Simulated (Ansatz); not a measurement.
The reference is InSb in the zinc blende structure (space group F-43m, No. 216; a = 6.519 Å).

One thing is altered: a hydrostatic pressure of 4.5 GPa.

Levels (all Ansatz, an electronic-structure program, PAW): PBEsol (420 eV, spin-orbit coupling left out); HSE06 (420 eV, no spin-orbit coupling).

The geometry is relaxed with PBEsol.

| Item | Result |
|---|---|
| PBEsol lowest conduction level above the VBM at special points | Γ 0.12 eV; L 0.60 eV; X 1.14 eV |

Question: What does HSE06 give at this geometry for the lowest conduction level above the VBM at special points?

Answer: The lowest conduction level above the VBM at special points goes from Γ 0.12 eV; L 0.60 eV; X 1.14 eV to Γ 0.95 eV; L 1.28 eV; X 1.72 eV.

Single points use the geometry relaxed with PBEsol. The levels and masses belong to the bands next to the band gap. Load acts through the strain it causes; cell and atoms are relaxed under it. Whether these cells are dynamically stable was not tested. Tetrahedral semiconductors of this kind turn to denser phases somewhere between about 1 and 50 GPa; those were not computed, so compressed cells here can lie past the real transition. The final runs are not spin-polarised.
